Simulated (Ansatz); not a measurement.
Here is the system:

```
CELL_PARAMETERS angstrom
      0.00000     2.91268     2.91268
      2.91268     0.00000     2.91268
      2.91268     2.91268     0.00000
ATOMIC_POSITIONS crystal
  Pb 0.00000 0.00000 0.00000
  S  0.50000 0.50000 0.50000
```

No spin polarisation.

Computed with r2SCAN (Ansatz, a program for electronic structure, PAW, scalar-relativistic without spin-orbit coupling). k-mesh 10×10×10 (Γ-centred); smearing 0.05 eV (Fermi–Dirac).

Problem. Predict the band gap, pressure and width of the top valence band.

Solution. 
- Band gap = 0.38 eV
- Pressure = 5.16 GPa
- Width of the top valence band = 4.10 eV

Spin-orbit coupling, missing from the scalar runs, can matter with Pb. The cells carry an imposed strain or load. Stability against distortions was not tested. The cell was made from PbS in the rock salt structure (space group Fm-3m, No. 225) by this change: isotropic strain −2.50 %.
